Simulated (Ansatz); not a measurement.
# Short convergence ladders for InSe (Cm, 4 atoms in the cell)

```xyz
4
Lattice="5.8555 -2.0649 0.0000 5.8555 2.0649 0.0000 -1.7318 0.0000 4.7952" Properties=species:S:1:pos:R:3 pbc="T T T"
In    -0.3414     0.0000     4.6206
In    10.3206     0.0000     0.2246
Se     3.3976     0.0000     1.5874
Se     6.5816     0.0000     3.2078
```

Base method: PBEsol, default PAW files made with PBE (plane waves; Ansatz, a quantum-chemistry and plane-wave program).

Base settings: basis.ecutwfc = 420 eV; kpoints.mp_grid.grid = 5 5 3; hamiltonian.xc = pbesol; hamiltonian.pseudopotentials = {kind: paw} (the program's default PAW files); scf.occupations.method = fixed.

The count of work is k-points × plane waves × bands × iterations; it is no time. 

**The cutoff for other potential files**

Level: DFT, PBEsol, plane waves, harder PAW files (source: ansatz) made with PBE.

In this ladder: hamiltonian.pseudopotentials = {kind: paw, source: ansatz}.

The second cell is the first with its lattice scaled by 0.98.

The mesh stays at the base's, so the ladder's end is converged at best in this setting alone.

The first pressure column holds Ansatz's estimate of the finite-basis (Pulay) stress, which hides part of the cutoff error; the other is without it.

Only quantities that move along the ladder and can be compared are tabulated.

| basis.ecutwfc | free energy less the last step's (meV/atom) | energy of the compressed cell less the first (meV/atom) | pressure (GPa) | pressure without the Pulay estimate (GPa) | largest difference of a force vector from the last step's (eV/Å) | count of work / last |
|---|---|---|---|---|---|---|
| 320 eV | 9301.61 | -15.95 | -2.95 | -255.16 | 0.099 | 0.11 |
| 390 eV | 1758.29 | -3.76 | -2.19 | -64.23 | 0.047 | 0.14 |
| 495 eV | 111.81 | -4.07 | -1.91 | -7.66 | 0.006 | 0.21 |
| 605 eV | 3.55 | -4.25 | -1.87 | -2.15 | 0.000 | 0.28 |
| 710 eV | 0.31 | -4.25 | -1.87 | -1.88 | 0.000 | 0.35 |
| 850 eV | 0.22 | -4.25 | -1.87 | -1.88 | 0.000 | 0.46 |
| 1065 eV | 0.08 | -4.25 | -1.87 | -1.87 | 0.000 | 0.65 |
| 1420 eV | 0.00 | -4.25 | -1.87 | -1.87 | 0.000 | 1.0 |

Coarsest basis.ecutwfc that holds the forces within 0.02 eV/Å of the last step, with all finer ones: 495 eV, at 0.21 of the last step's count of work; the step before is off by 0.047 eV/Å.

Coarsest basis.ecutwfc that holds the pressure within 0.5 GPa of the last step, with all finer ones: 390 eV, at 0.14 of the last step's count of work; the step before is off by 1.1 GPa.

Coarsest basis.ecutwfc that holds the free energy within 0.5 meV/atom of the last step, with all finer ones: 710 eV, at 0.35 of the last step's count of work; the step before is off by 3.5 meV/atom.

The energy difference between the two cells stays within 1 meV/atom of the last step's from 390 eV on, the total only from 710 eV on: much of the error is common to both cells and cancels.

At the lowest cutoff the pressure without the Pulay estimate lies 253 GPa under the last step's, the usual sign of Pulay stress in an incomplete plane-wave basis.

**The density cutoff**

The mesh stays at the base's, so the ladder's end is converged at best in this setting alone.

Only quantities that move along the ladder and can be compared are tabulated.

```csv
basis.ecutrho_ratio,free energy less the last step's (meV/atom),pressure (GPa)
2,-2.17,-1.78
3,-0.02,-1.88
4,-0.01,-1.88
5,0.00,-1.88
6,0.00,-1.88
8,0.00,-1.88
10,0.00,-1.88
12,0.00,-1.88
16,0.00,-1.88
```

Coarsest basis.ecutrho_ratio that holds the free energy within 2 meV/atom of the last step, with all finer ones: 3; the step before is off by 2.2 meV/atom.

Coarsest basis.ecutrho_ratio that holds the pressure within 0.05 GPa of the last step, with all finer ones: 3; the step before is off by 0.11 GPa.

On the base run: the starting cell comes from a database of computed structures (which also holds hypothetical and non-ambient phases and stackings), without a prior relaxation at this level. Its lattice was rescaled by up to half a per cent. One atom was moved a little off its site on purpose.

Keys are those of Ansatz 0.2.
